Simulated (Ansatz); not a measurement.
A self-consistent single point of a (100) slab of RbBi2 (cut from a parent of space group no. 227; 12 atoms in the cell) with Ansatz (a quantum-chemistry and plane-wave program).

Computed with PBEsol, default PAW files made with PBE (plane waves; Ansatz).

The change in words: vacuum of 25 angstrom (first run: 14 Å). Reference geometry:
```
Bi2Rb
1.0
    6.76983     0.00000     0.00000
   -6.76983     6.76983     0.00000
    0.00000     0.00000    22.37718
Bi Rb
8 4
Direct
  0.75000   0.25000   0.31282
  0.75000   0.00000   0.41978
  0.25000   0.00000   0.41978
  0.25000   0.75000   0.31282
  0.75000   0.75000   0.52674
  0.75000   0.50000   0.63370
  0.25000   0.50000   0.63370
  0.25000   0.25000   0.52674
  0.00000   0.50000   0.47326
  0.50000   0.50000   0.36630
  0.00000   0.00000   0.68718
  0.50000   0.00000   0.58022
```

Reference input (self-consistent single point, DFT, PBEsol, plane waves, default PAW files made with PBE): basis.ecutwfc = 420 eV; kpoints.mp_grid.grid = 3 3 1; hamiltonian.xc = pbesol; hamiltonian.pseudopotentials = {kind: paw} (the program's default PAW files); scf.occupations.method = fermi_dirac; scf.occupations.width = 0.1 eV. This run's input differs from it in these lines:

Ansatz 0.2 input:
```diff
@@ -4,16 +4,16 @@
     - [-6.76982800, 6.76982800, 0.00000000]
-    - [0.00000000, 0.00000000, 22.37717600]
+    - [0.00000000, 0.00000000, 33.37716400]
   atoms:
-    - { symbol: Bi, position_ang: [3.38491400, 1.69245700, 7.00000582] }
-    - { symbol: Bi, position_ang: [5.07737100, 0.00000000, 9.39349094] }
-    - { symbol: Bi, position_ang: [1.69245700, 0.00000000, 9.39349094] }
-    - { symbol: Bi, position_ang: [-3.38491400, 5.07737100, 7.00000582] }
-    - { symbol: Bi, position_ang: [0.00000000, 5.07737100, 11.78688655] }
-    - { symbol: Bi, position_ang: [1.69245700, 3.38491400, 14.18037168] }
-    - { symbol: Bi, position_ang: [-1.69245700, 3.38491400, 14.18037168] }
-    - { symbol: Bi, position_ang: [0.00000000, 1.69245700, 11.78688655] }
-    - { symbol: Rb, position_ang: [-3.38491400, 3.38491400, 10.59017756] }
-    - { symbol: Rb, position_ang: [0.00000000, 3.38491400, 8.19667006] }
-    - { symbol: Rb, position_ang: [0.00000000, 0.00000000, 15.37717018] }
-    - { symbol: Rb, position_ang: [3.38491400, 0.00000000, 12.98368506] }
+    - { symbol: Bi, position_ang: [3.38491400, 1.69245700, 12.50001494] }
+    - { symbol: Bi, position_ang: [5.07737100, 0.00000000, 14.89349137] }
+    - { symbol: Bi, position_ang: [1.69245700, 0.00000000, 14.89349137] }
+    - { symbol: Bi, position_ang: [-3.38491400, 5.07737100, 12.50001494] }
+    - { symbol: Bi, position_ang: [0.00000000, 5.07737100, 17.28686766] }
+    - { symbol: Bi, position_ang: [1.69245700, 3.38491400, 19.68037747] }
+    - { symbol: Bi, position_ang: [-1.69245700, 3.38491400, 19.68037747] }
+    - { symbol: Bi, position_ang: [0.00000000, 1.69245700, 17.28686766] }
+    - { symbol: Rb, position_ang: [3.38491400, 3.38491400, 16.09016283] }
+    - { symbol: Rb, position_ang: [0.00000000, 3.38491400, 13.69665302] }
+    - { symbol: Rb, position_ang: [0.00000000, 0.00000000, 20.87714906] }
+    - { symbol: Rb, position_ang: [3.38491400, 0.00000000, 18.48367263] }
 basis:
```

Output, abridged:

```
SCF iter   1: F=—  HF=-110805.715473 eV  |F-HF|=—  |Δ(HF+E_count)|=         —  Δρ=2.19e-3  dr2=1.11e0  ethr=1.77e-3  ⟨swp⟩=14.0  Hψ=2105  notcnv=0
all-band conjugate gradients solve this SCF's bands
preconditioner: auto → LDOS
SCF iter   2: F=—  HF=-110805.663107 eV  |F-HF|=—  |Δ(HF+E_count)|=   5.24e-2  Δρ=1.03e-3  dr2=1.48e-1  ethr=7.12e-4  ⟨swp⟩=2.2  Hψ=483  notcnv=0  defer=3
   [... lines left out ...]
SCF iter   5: F=—  HF=-110805.654460 eV  |F-HF|=—  |Δ(HF+E_count)|=   4.01e-4  Δρ=5.55e-5  dr2=9.92e-5  ethr=1.87e-6  ⟨swp⟩=2.2  Hψ=689  notcnv=0  defer=2
SCF iter   6: F=—  HF=-110805.654641 eV  |F-HF|=—  |Δ(HF+E_count)|=   1.82e-4  Δρ=1.99e-5  dr2=9.79e-6  ethr=6.36e-8  ⟨swp⟩=2.0  Hψ=677  notcnv=0  defer=2
SCF iter   7: F=—  HF=-110805.654646 eV  |F-HF|=—  |Δ(HF+E_count)|=   4.39e-6  Δρ=4.97e-6  dr2=5.81e-7  ethr=6.28e-9  ⟨swp⟩=2.0  Hψ=678  notcnv=0  defer=2
SCF iter   8: F=-110805.654646 eV  HF=-110805.654646 eV  |F-HF|=8.84e-8  |Δ(HF+E_count)|=   2.28e-7  Δρ=1.66e-6  dr2=6.84e-8  ethr=6.41e-11  ⟨swp⟩=16.0  Hψ=1854  notcnv=0
SCF 1 converged in 8 iterations: F = -110805.654646 eV  dr2 = 6.84e-8
Free energy (F): -110805.654646 eV
Internal energy: -110805.353486 eV  (E = F + TS)
E sigma→0 (E₀):  -110805.504066 eV
Entropy (-TS):   -0.301160 eV (-25.097 meV/atom)
Fermi energy:    0.141995 eV
--- Forces (eV/Å), atoms counted from 1 ---
  atom   1  Bi     0.00000000     0.02778510     0.35577224
  atom   2  Bi    -0.10873258     0.00000000    -0.43486095
  atom   3  Bi     0.10873258     0.00000000    -0.43486095
  atom   4  Bi     0.00000000    -0.02778510     0.35577224
  atom   5  Bi     0.00000000     0.10613389     0.21008995
  atom   6  Bi     0.09919485     0.00000000     0.00624580
  atom   7  Bi    -0.09919485     0.00000000     0.00624580
  atom   8  Bi     0.00000000    -0.10613389     0.21008995
   [... lines left out ...]
  atom  12  Rb     0.00000000     0.00000000    -0.00555679
--- Stress (GPa, compression-positive) ---
       -0.664598       0.000000       0.000000
        0.000000      -1.071928       0.000000
        0.000000       0.000000      -0.022391
  P = ⅓ Tr σ = -0.5863 GPa (-5.863 kbar)
  The stress holds the Pulay correction. Without it, at fixed plane waves, as pw.x and ABINIT print it: P = -0.5909 GPa
```

The run converged in 8 iterations. Against the reference run the free energy rises by 1.2 meV/atom and the largest force moves little (0.444 to 0.448 eV/Å).

The starting cell comes from a database of computed structures (which also holds hypothetical and non-ambient phases and stackings), without a prior relaxation at this level. The slab is cut from that crystal, and its faces are unrelaxed. Its lattice was rescaled by up to half a per cent. Spin-orbit coupling is off. The two faces of this cut differ, and no dipole correction was used.

Cost on one core of a shared machine: roughly 60 s.
